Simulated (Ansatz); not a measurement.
An Ansatz (a first-principles code) run: WSe2; PBE-D3(BJ) (Ansatz; PAW; 420 eV plane waves; no SOC).

Input:

Ansatz 0.2 input:
```yaml
crystal:
  lattice:
    - [3.2790368965, 0, 0]
    - [-1.6395184482, 2.8397292523, 0]
    - [0, 0, 12.7862326411]
  atoms:
    - { symbol: W, position: [0.6666666667, 0.3333333333, 0.75] }
    - { symbol: W, position: [0.3333333333, 0.6666666667, 0.25] }
    - { symbol: Se, position: [0.6666666667, 0.3333333333, 0.3817243698] }
    - { symbol: Se, position: [0.3333333333, 0.6666666667, 0.8817243698] }
    - { symbol: Se, position: [0.3333333333, 0.6666666667, 0.6182756302] }
    - { symbol: Se, position: [0.6666666667, 0.3333333333, 0.1182756302] }
basis: { ecutwfc: 420, ecutrho_ratio: 4, xc_grid: 2, fft_grid_basis: typed }
kpoints: { mp_grid: { grid: [12, 12, 3] } }
hamiltonian:
  xc: pbe
  dispersion: d3bj
  pseudopotentials: { kind: paw }
scf: { occupations: { method: fermi_dirac, width: 0.05 }, convergence: { dr2_threshold: 0.0000000006 } }
output: { forces: true, stress: true }
checkpoint: { write: state.ck, write_every: 1000 }
```

Output (explanatory and most iteration lines left out):

```
Pseudopotential: W, paw, valence charge 14
Pseudopotential: Se, paw, valence charge 16
Crystal: 6 atoms, lattice volume = 119.060 Å³
Basis set: ecut = 420 eV, 2347 PW (Γ), exchange–correlation on 48×48×180 points (8 copies of the dense FFT grid, shifted against one another)
Bands: 52, of which v1, the nominal top of the filled ones, is band 46 counted from 1 (45 counted from 0)
Symmetry: 24 space group operations
Space group: P63/mmc (ITA 194), of the structure as read, at distance tolerance 4.9e-5 Å
k-points: 38 of 432
Functional: x = pbe(κ = 0.804, μ = 0.2195149727645171), c = pbe(β = 0.06672455060314922)
SCF iter   1: F=—  HF=-42651.999280 eV  |F-HF|=—  |Δ(HF+E_count)|=         —  Δρ=4.41e-3  dr2=7.70e-3  ethr=1.77e-3  ⟨swp⟩=5.5  Hψ=7019  notcnv=0
SCF iter   2: F=—  HF=-42652.007637 eV  |F-HF|=—  |Δ(HF+E_count)|=   8.36e-3  Δρ=2.56e-3  dr2=1.94e-3  ethr=8.37e-6  ⟨swp⟩=2.0  Hψ=3247  notcnv=0  defer=3
SCF 1 converged in 9 iterations: F = -42652.011876 eV  dr2 = 5.47e-11
SCF converged after 9 iterations
Free energy (F): -42652.011876 eV
Internal energy: -42652.011874 eV  (E = F + TS)
E sigma→0 (E₀):  -42652.011875 eV
Entropy (-TS):   -0.000002 eV (-0.000 meV/atom)
Fermi energy:    13.763412 eV
  E_disp       = -2.854155  (pairwise vdW)
--- Forces (eV/Å), atoms counted from 1 ---
  atom   1  W      0.00000000    -0.00000000    -0.00000000
  atom   2  W     -0.00000000     0.00000000     0.00000000
  atom   3  Se     0.00000000    -0.00000000     0.00019379
  atom   4  Se    -0.00000000     0.00000000     0.00019379
  atom   5  Se    -0.00000000     0.00000000    -0.00019379
  atom   6  Se     0.00000000    -0.00000000    -0.00019379
--- Stress (GPa, compression-positive) ---
        0.000515      -0.000000      -0.000000
       -0.000000       0.000515      -0.000000
       -0.000000      -0.000000       0.001597
  P = ⅓ Tr σ = 0.0009 GPa (0.009 kbar)
```

With W present, leaving out spin-orbit coupling can change the band edges. No phonon test of stability was made. The cell is WSe2 (space group P6_3/mmc, No. 194; layered, stacked along the Cartesian z axis).
